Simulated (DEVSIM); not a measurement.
System: abrupt Si p-n junction, at 300 K.

```
layer (left to right)  material  thickness (μm)  Nd (cm⁻³)  Na (cm⁻³)   τn (s)   τp (s)
---------------------  --------  --------------  ---------  ---------  -------  -------
1                            Si            1.10          -     1.6e15  0.00012  0.00012
2                            Si            79.0     1.4e15          -  0.00012  0.00012
```

Left contact: ohmic. Right contact: ohmic. Voltage is applied to the left contact. Recombination: SRH at mid-gap. Mobility is μmin + (μ − μmin)/(1 + (N/Nref)^α).

Constants are typed, rounded textbook-type inputs, not results; the design itself was drawn at random and stands for no fabricated device. Values at 300 K.

```csv
parameter,Si
gap (eV),1.124
affinity (eV),4.05
permittivity,11.7
Nc (cm⁻³),2.86e19
Nv (cm⁻³),3.1e19
μn (cm²/Vs),1417
μp (cm²/Vs),470
"μn,min",52
"μp,min",45
"Nref,n",9.7e16
"Nref,p",2.2e17
αn,0.68
αp,0.72
```

Simulated with DEVSIM: 1D drift-diffusion, Boltzmann statistics, complete ionisation; no tunnelling, impact ionisation, image-force lowering or self-heating.

**Question.** Tabulate band edges, carrier densities and field at -20.0 V on the left contact.

**Answer.** Energies count from the Fermi level of the right contact; mesh points crowd at the junctions.

| x (μm) | Ec (eV) | Ev (eV) | n (cm⁻³) | p (cm⁻³) | field (V/cm) |
|---|---|---|---|---|---|
| 0.000 | 20.869 | 19.745 | 73000 | 1.6e15 | -50000 |
| 0.03652 | 20.686 | 19.562 | 71000 | 1.4e12 | -51000 |
| 0.1261 | 20.224 | 19.100 | 68000 | 24000 | -53000 |
| 0.3457 | 19.006 | 17.882 | 62000 | 650 | -58000 |
| 0.8401 | 15.827 | 14.703 | 51000 | 470 | -70000 |
| 1.009 | 14.603 | 13.479 | 48000 | 420 | -75000 |
| 1.078 | 14.084 | 12.960 | 47000 | 400 | -76000 |
| 1.117 | 13.785 | 12.661 | 47000 | 390 | -76000 |
| 1.180 | 13.303 | 12.179 | 48000 | 390 | -75000 |
| 1.343 | 12.113 | 10.989 | 50000 | 390 | -72000 |
| 1.757 | 9.331 | 8.207 | 58000 | 380 | -63000 |
| 3.393 | 1.988 | 0.864 | 140000 | 290 | -27000 |
| 6.997 | 0.257 | -0.867 | 1.4e15 | 2600 | ≈ 0 |
| 16.21 | 0.257 | -0.867 | 1.4e15 | 13000 | ≈ 0 |
| 50.42 | 0.257 | -0.867 | 1.4e15 | 51000 | ≈ 0 |
| 68.50 | 0.257 | -0.867 | 1.4e15 | 70000 | ≈ 0 |
| 75.39 | 0.257 | -0.867 | 1.4e15 | 78000 | ≈ 0 |
| 78.27 | 0.257 | -0.867 | 1.4e15 | 81000 | ≈ 0 |
| 79.60 | 0.257 | -0.867 | 1.4e15 | 82000 | ≈ 0 |
| 79.92 | 0.257 | -0.867 | 1.4e15 | 83000 | ≈ 0 |
| 80.04 | 0.257 | -0.867 | 1.4e15 | 83000 | ≈ 0 |
| 80.10 | 0.257 | -0.867 | 1.4e15 | 83000 | ≈ 0 |
